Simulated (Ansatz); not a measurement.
CdF2: isotropic strain +3.00 %

Consider CdF2 in the fluorite structure (space group Fm-3m, No. 225; a = 5.481 Å).

One thing is altered: every lattice vector is stretched by 3.00 %; the atoms relax in the strained cell.

The values are results of PBE in Ansatz (plane waves to 420 eV, PAW, without spin-orbit coupling), not measurements. Settings: 10×10×10 k-points, 0.05 eV Fermi–Dirac smearing.

```json
[
 {"quantity": "volume per atom", "base": "13.73 Å³", "changed": "15.00 Å³", "shift": "+1.27 Å³"},
 {"quantity": "space group", "base": "Fm-3m (No. 225)", "changed": "Fm-3m (No. 225)", "shift": "–"},
 {"quantity": "shortest interatomic distance", "base": "2.374 Å", "changed": "2.445 Å", "shift": "+0.071 Å"},
 {"quantity": "energy relative to the base (free energy F)", "base": "0 meV/atom", "changed": "+29 meV/atom", "shift": "+29 meV/atom"},
 {"quantity": "pressure", "base": "0.00 GPa", "changed": "-6.70 GPa", "shift": "-6.70 GPa"},
 {"quantity": "band gap", "base": "2.92 eV", "changed": "2.60 eV", "shift": "-0.312 eV"},
 {"quantity": "gap character", "base": "indirect, W → Γ", "changed": "indirect, W → Γ", "shift": "–"},
 {"quantity": "smallest direct gap", "base": "3.47 eV", "changed": "3.23 eV", "shift": "-0.24 eV"},
 {"quantity": "mean gap deformation potential ΔEg/Δln V", "base": "–", "changed": "-3.5 eV", "shift": "–"},
 {"quantity": "electron mass", "base": "0.38 mₑ (at Γ)", "changed": "0.38 mₑ (at Γ)", "shift": "–"}
]
```

Effective masses come from finite differences of ±0.01 Å⁻¹. No phonon test of stability was made.

Ansatz is a first-principles code.
